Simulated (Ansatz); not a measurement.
Data:

```yaml
crystal:
  lattice:
    - [-0.08345, 3.20815, 3.33840]
    - [3.20815, -0.08345, 3.33840]
    - [3.12470, 3.12470, 0.00000]
  atoms:
    - { symbol: Sn, position: [0.99515, 0.99515, 0.00485] }
    - { symbol: Sn, position: [0.25485, 0.25485, 0.24515] }
```

Computed with r2SCAN with spin-orbit coupling, rigid bands (plane waves, PAW; Ansatz, a program for electronic structure). Condition of this run: uniaxial stress along [110] of 2.4 GPa (compression positive) (the target of the relaxation). Cell: cell and atoms relaxed with PBEsol, then loaded as said.

Question: Is this a good metal at this level?

Answer: No. No gap is resolved, and few carriers conduct, as in a semimetal or a zero-gap semiconductor. N(E_F) = 0.100 states/eV a cell at 300 K and the Drude plasma energy along the best axis is 1.40 eV, several times under that of a simple or noble metal.
